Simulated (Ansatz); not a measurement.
Partial pair distribution functions of a relaxed model of amorphous Si₂₄O₅₁Sc₂, broadened by 0.06 Å; density 2.28 g/cm³. Method: PBE, scalar-relativistic without spin-orbit coupling (plane waves to 420 eV, PAW; Ansatz, a program for electronic structure).

Preparation: random packing, a CHGNet melt and quench, and a DFT relaxation. O atoms were pushed apart under 1.9 Å during the dynamics, to hinder bonds among them. The hot cell started wider than the set density and was brought back towards it in steps. It is the lowest in DFT energy of 2 quenches. It is a model cell: composition and starting density were chosen by hand, and all elements were melted together. No dispersion term was used. Its density started from a set value of 2.28 and ended at 2.28 g/cm³. The quench (nominally 480 K/ps over its main leg) was far faster than any real one, so the model tends to hold more defects than a real film. Values belong to this one cell and scatter from quench to quench. The volume was held where the preparation left it and the shape relaxed, at a PBE pressure of 0.7 GPa. Stress components on the final sampling reach 0.7 GPa.

```
r (Å)  g Si-O  g O-Sc  g Si-Si  g O-O
-----  ------  ------  -------  -----
1.35     0.00    0.00     0.00   0.00
1.45     0.28    0.00     0.00   0.00
1.55     7.50    0.00     0.00   0.00
1.65    16.18    0.00     0.00   0.00
1.75     2.97    0.10     0.00   0.00
1.85     0.05    2.98     0.00   0.00
1.95     0.00    8.17     0.00   0.00
2.05     0.00    2.81     0.00   0.00
2.15     0.00    0.15     0.00   0.00
2.25     0.00    0.69     0.00   0.00
2.35     0.00    1.06     0.00   0.05
2.45     0.00    1.29     0.00   0.65
2.55     0.00    1.26     0.00   3.02
2.65     0.00    0.21     0.12   5.87
2.75     0.06    0.01     1.04   3.87
2.85     0.12    0.16     1.75   1.12
2.95     0.17    0.83     4.43   0.56
3.05     0.35    0.82     4.16   0.70
3.15     0.53    0.18     3.02   0.54
3.25     0.59    0.00     1.14   0.64
3.35     1.00    0.00     0.11   0.71
3.45     1.30    0.00     0.00   0.64
3.55     1.28    0.01     0.00   0.67
3.65     1.13    0.25     0.00   0.95
3.75     1.34    1.34     0.06   0.58
3.85     1.56    1.73     0.39   0.68
3.95     1.47    0.76     0.56   0.69
4.05     1.86    1.36     0.71   0.50
4.15     2.14    2.65     0.90   0.54
4.25     1.72    2.45     1.13   0.70
4.35     1.23    1.24     1.10   0.78
4.45     0.88    1.84     1.13   0.93
4.55     0.71    1.64     1.13   1.02
4.65     0.60    0.92     1.27   1.04
4.75     0.52    0.45     1.66   1.27
4.85     0.65    0.68     1.31   1.35
4.95     0.78    0.61     1.00   1.51
5.05     0.71    0.94     1.08   1.65
```

Within 1.90 Å each Si has 4.00 O neighbours on average.
